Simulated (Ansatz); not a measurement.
The starting structures come from a database of crystals and need not be the phases stable at ambient conditions.

 Where the default PAW files enter, the runs use the earlier of Ansatz's two default sets.

Inside the gap of an insulator the Bloch states are evanescent, with a wavenumber k + iκ along the transport direction.

Input:

```
AlGaN2
1.0
    3.14528     0.00000     0.00000
    0.00000     5.09689     0.00000
    1.57264     0.00000     2.64218
Al Ga N
1 1 2
Direct
  0.00000   0.00074   0.00000
  0.66667   0.50283   0.66667
  0.66667   0.88820   0.66667
  0.00000   0.37184   0.00000
```

Space group of this cell: Cm. The cell is strained (lengths along the current scaled by 0.97, ions clamped); by r2SCAN its mean pressure is 6.4 GPa.

Transport runs along the normal of the first two printed cell vectors.

The gap is the functional's own. No spin-orbit coupling. Mid-gap values are interpolated on the energy grid.

**Question.** State the band gap and the smallest decay constant κ at mid-gap according to r2SCAN (Ansatz, a program for electronic structure).

**Answer.** Gap 3.47 eV on a 12×6×12 mesh; κ = 0.234 1/Å, at the zone centre.
